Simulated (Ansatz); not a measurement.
Start from Li in the bcc (W type) structure (space group Im-3m, No. 229; a = 3.435 Å; relaxed with 0.1 eV smearing).

Level of theory: plane-wave PAW DFT at the PBE level (Ansatz, a first-principles code, 420 eV), no spin-orbit coupling.

Strains are applied to the cell and any free atomic positions relax.

One change was made to it. Results:

| quantity | base | after |
|---|---|---|
| energy relative to the base (free energy F) | 0 meV/atom | +6.6 meV/atom |
| pressure | 0.0 GPa | -1.1 GPa |

Q: Which of these changes matches the shifts?
(A) isotropic strain +3.00 %
(B) isotropic strain −2.00 %
(C) isotropic strain +1.50 %

A: A, isotropic strain +3.00 %. For comparison, the energy relative to the base in the other runs: isotropic strain +1.50 % gives +1.7 meV/atom; isotropic strain −2.00 % gives +3.4 meV/atom.

Stability against distortions was not tested.
